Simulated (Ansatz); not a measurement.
Start from Si in the diamond structure (space group Fd-3m, No. 227; a = 5.470 Å).

(Cell as relaxed with PBE.)

Levels (all Ansatz, a quantum-chemistry and plane-wave program, PAW, earlier PAW set): PBE (420 eV, scalar-relativistic without spin-orbit coupling); r2SCAN (500 eV, spin-orbit coupling left out).

Each level relaxes its own structure.

```tsv
base	PBE	r2SCAN
volume per atom	20.46 Å³	20.17 Å³
lattice parameter a	5.470 Å	5.444 Å
band gap	0.61 eV	0.78 eV
```

One thing is altered: cell and atoms relaxed at a pressure of 1.8 GPa.

```tsv
quantity	PBE	r2SCAN
shift of the gap caused by the change	-0.04 eV	?
hole mass (degenerate bands, along [100])	0.17, 0.27, 0.27 mₑ (at Γ)	?
valley order (the lowest conduction-band minima on the path, energy above the VBM, named in the base's zone)	a point along ⟨100⟩, about 1.0 Å⁻¹ from Γ 0.58 eV; L along ⟨111⟩ 1.53 eV	?
```

### Question
Predict the r2SCAN column.

### Answer

- shift of the gap caused by the change, r2SCAN: -0.03 eV
- hole mass (degenerate bands, along [100]), r2SCAN: 0.18, 0.25, 0.25 mₑ (at Γ)
- valley order (the lowest conduction-band minima on the path, energy above the VBM, named in the base's zone), r2SCAN: a point along ⟨100⟩, about 1.0 Å⁻¹ from Γ 0.74 eV; L along ⟨111⟩ 1.91 eV

Both order the valleys alike. Neither level is exact; r2SCAN is the comparison here, not a measurement.

Load acts through the strain it causes; cell and atoms are relaxed under it. Masses are band curvatures over ±0.01 Å⁻¹ around the edge. Whether these cells are dynamically stable was not tested.
